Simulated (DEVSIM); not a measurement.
System: Schottky contact on n-type Si, at 350 K.

Layer 1 from the left is Si, thickness (μm) 0.310, Nd (cm⁻³) 3e16, τn (s) 6.6e-7, τp (s) 6.6e-7.

Left contact: Schottky, work function 4.76 eV, emission velocity 8.1e6 cm/s. Right contact: ohmic. Voltage is applied to the left contact. Recombination: SRH at mid-gap, radiative. Mobility is constant in doping.

Constants are typed, rounded textbook-type inputs, not results; the design itself was drawn at random and stands for no fabricated device. Values at 300 K; Nc and Nv go as T^1.5, mobilities as T to minus their exponent, the gap by Varshni's rule with the affinity fixed.

Si: gap (eV) 1.124, affinity (eV) 4.05, permittivity 11.7, Nc (cm⁻³) 2.86e19, Nv (cm⁻³) 3.1e19, μn (cm²/Vs) 1417, μp (cm²/Vs) 470, T exponent of μn 2.3, T exponent of μp 2.2, B (cm³/s) 4.7e-15, Varshni α (eV/K) 0.000473, Varshni β (K) 636.

Model (solved in DEVSIM): 1D drift-diffusion, Boltzmann statistics, complete ionisation; no tunnelling, impact ionisation, image-force lowering or self-heating. Metal contacts follow the ideal Schottky-Mott rule: no Fermi-level pinning, no interface dipoles.

Dark forward current:

```csv
|V| (V),|J| (A/cm²)
0.05,0.01045
0.10,0.06471
0.15,0.3461
0.20,1.800
0.25,9.262
0.30,46.90
0.35,227.2
0.40,964.6
0.45,3078
```

Work out the local ideality factor n = ΔV / (kT/q · ln(J2/J1)) between the rows 0.15 and 0.20 V, 0.40 and 0.45 V.

kT/q = 30.16 mV. From 0.15 to 0.20 V: ln(1.800/0.3461) = 1.649, n = 1.01, near the 1 of diffusion or emission over a barrier. From 0.40 to 0.45 V: ln(3078/964.6) = 1.160, n = 1.43; the layers' resistance at their doping, Σ W/(qμN) = 6.5e-6 Ω cm², would take 14 mV of this step of 50 mV.

Estimate the current at 0.25 V for emission alone, J0 = q v N_band exp(−φB/kT), and read the barrier back from the simulated current.

φB = 0.710 eV, N_band = 3.60e19 cm⁻³, J0 = 0.00279 A/cm²; J = J0 (exp(qV/kT) − 1) = 11.1 A/cm². The simulation gives 9.26 A/cm²; the estimate lies 20 % above. Read backwards, the simulated current gives an apparent barrier of 0.716 eV. The estimate leaves out transport through the depletion region and minority injection.
